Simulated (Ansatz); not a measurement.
Consider the following.

```xyz
6
Lattice="3.4966 0.0000 0.0000 -1.7483 3.0282 0.0000 0.0000 0.0000 13.7018" Properties=species:S:1:pos:R:3 pbc="T T T"
Te     0.0000     2.0188     8.4592
Te     1.7483     1.0094     5.2426
Te     1.7483     1.0094     1.6083
Te     0.0000     2.0188    12.0935
Mo     0.0000     2.0188     3.4255
Mo     1.7483     1.0094    10.2764
```

Space group of this cell: P6_3/mmc. The cell was relaxed by PBE-D3(BJ); by r2SCAN its mean pressure is 3.1 GPa.

Transport runs along the normal of the first two printed cell vectors, the (001) plane of the conventional cell.

The gap is the functional's own. No spin-orbit coupling. Mid-gap values are interpolated on the energy grid.

Q: Predict the band gap and the smallest decay constant κ at mid-gap from r2SCAN run with Ansatz (a quantum-chemistry and plane-wave program).

A: Gap 0.76 eV on a 12×12×4 mesh; κ = 0.169 1/Å, at (0.333, 0.333) of the in-plane reciprocal vectors. At the zone centre, at the nearest computed energy, the slowest state has κ = 0.47 1/Å.
